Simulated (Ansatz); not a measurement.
An Ansatz (a quantum-chemistry and plane-wave program) run: TiAu with a change (pressure 7.5 GPa); Kohn–Sham DFT with the PBEsol functional, run in Ansatz with PAW and 420 eV plane waves, no spin-orbit coupling.

Input:

Ansatz 0.2 input:
```yaml
crystal:
  lattice:
    - [3.1868256397, 0, 0]
    - [0, 3.1868256397, 0]
    - [0, 0, 3.1868256397]
  atoms:
    - { symbol: Ti, position: [0.5, 0.5, 0.5] }
    - { symbol: Au, position: [0, 0, 0] }
basis: { ecutwfc: 420, ecutrho_ratio: 4, xc_grid: 2, fft_grid_basis: typed }
kpoints: { mp_grid: { grid: [14, 14, 14] } }
hamiltonian:
  xc: pbesol
  dispersion: none
  pseudopotentials: { kind: paw }
scf: { occupations: { method: fermi_dirac, width: 0.05 } }
relax: { f_tol: 0.01, max_steps: 60, cell: { stress_tol: 0.02, p_target: 7.5 } }
output: { forces: true, stress: true }
checkpoint: { write: state.ck, write_every: 1000 }
```

Output (explanatory and most iteration lines left out):

```
Relaxation: its limit of steps is 60 (relax.max_steps)
Pseudopotential: Ti, paw, valence charge 12
Pseudopotential: Au, paw, valence charge 19
Crystal: 2 atoms, lattice volume = 32.365 Å³
Basis set: ecut = 420 eV, 619 PW (Γ), exchange–correlation on 48×48×48 points (8 copies of the dense FFT grid, shifted against one another)
Bands: 20, of which v1, the nominal top of the filled ones, is band 16 counted from 1 (15 counted from 0)
Symmetry: 48 space group operations
Space group: Pm-3m (ITA 221), of the structure as read, at distance tolerance 3.2e-5 Å
k-points: 120 of 2744
Functional: x = pbesol(κ = 0.804, μ = 0.12345679012345678), c = pbesol(β = 0.046)
SCF iter   1: F=—  HF=-15481.676063 eV  |F-HF|=—  |Δ(HF+E_count)|=         —  Δρ=7.26e-3  dr2=1.19e-2  ethr=1.77e-3  ⟨swp⟩=4.2  Hψ=9115  notcnv=0
SCF iter   2: F=—  HF=-15481.674175 eV  |F-HF|=—  |Δ(HF+E_count)|=   1.89e-3  Δρ=3.95e-3  dr2=3.56e-3  ethr=3.85e-5  ⟨swp⟩=2.0  Hψ=3785  notcnv=0
SCF 1 converged in 6 iterations: F = -15481.673339 eV  dr2 = 9.40e-10
relax step   1: F+E_penalty+E_count = -15481.67333887 eV  Δ(F+E_penalty+E_count) = +0.000e0 eV  max|allowed force component| = 5.312e-29 eV/Å  Δτ_max = 0.0000 Å  P = +5.002 GPa  Ω = 32.365 Å³  (6 SCF iters, dr2 threshold 1.00e-7 eV, accepted)
[... steps on the carried basis left out ...]
relax step   5: F+E_penalty+E_count = -15481.65673101 eV  Δ(F+E_penalty+E_count) = +9.859e-5 eV  max|allowed force component| = 1.381e-30 eV/Å  Δτ_max = 0.0000 Å  P = +7.501 GPa  Ω = 31.938 Å³  stress off target by 1.27e-3 GPa  SCF on the basis re-selected at this cell (its energy is not comparable with the rows above)  (9 SCF iters)
SCF converged after 9 iterations
Free energy (F): -15481.656731 eV
Internal energy: -15481.629389 eV  (E = F + TS)
E sigma→0 (E₀):  -15481.643060 eV
Entropy (-TS):   -0.027342 eV (-13.671 meV/atom)
Fermi energy:    18.900126 eV
--- Forces (eV/Å), atoms counted from 1 ---
  atom   1  Ti     0.00000000    -0.00000000     0.00000000
  atom   2  Au    -0.00000000     0.00000000     0.00000000
--- Stress (GPa, compression-positive) ---
        7.501269       0.000000      -0.000000
        0.000000       7.501269      -0.000000
       -0.000000      -0.000000       7.501269
  P = ⅓ Tr σ = 7.5013 GPa (75.013 kbar)
--- Relaxed structure (4 steps of the walk, 3 accepted, 1 SCFs on fresh bases) ---
  cell:  # Å, volume = 31.9383 Å³
    - [3.1727607907360644, -1.2839532962581572e-34, 1.2839532962581572e-34]
    - [-1.2839532962581572e-34, 3.1727607907360644, -1.6049416203226965e-35]
    - [1.2839532962581572e-34, -1.6049416203226965e-35, 3.1727607907360644]
  atoms:
    - { symbol: Ti, position: [0.5, 0.5, 0.5] }
    - { symbol: Au, position: [2.812912167176056e-117, 1.3741127366564328e-47, 0.0] }
```

Load acts through the strain it causes; cell and atoms are relaxed under it. Whether these cells are dynamically stable was not tested. No other phases were tried under pressure. All final runs are without spin polarisation. The cell was made from TiAu in the CsCl type structure (space group Pm-3m, No. 221) by this change: pressure 7.5 GPa.
